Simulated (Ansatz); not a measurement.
Start from a 9-atom supercell of NbSi₂ (space group P6_222, No. 180; a = 4.793 Å, c = 6.585 Å) at its relaxed geometry.

Calculations: r2SCAN/PAW in Ansatz (a program for electronic structure), without spin-orbit coupling.

For the base:

The mean distance from the defect site to its nearest host atoms is 2.56 Å and the pressure is 0.0 GPa.

Now apply this change: a neutral Si vacancy, atoms relaxed at fixed cell, starting from a slightly rattled geometry.

**Question.** How does this affect the largest displacement of a host atom from its site in the perfect cell?

**Answer.** The largest displacement of a host atom from its site in the perfect cell is 0.19 Å.

**Question.** Predict the new mean distance from the defect site to its nearest host atoms.

**Answer.** The mean distance from the defect site to its nearest host atoms grows by 0.02 Å, from 2.56 Å to 2.58 Å.

**Question.** What does the calculation give for the pressure after the change?

**Answer.** The pressure goes from zero to -2.9 GPa.

In so small a cell the defect repeats every few ångströms: this is an ordered compound, not a dilute defect. All final runs are without spin polarisation. An odd electron count without spin: Nb3Si5 and NbSi2. The defect cell is not spin-polarised.
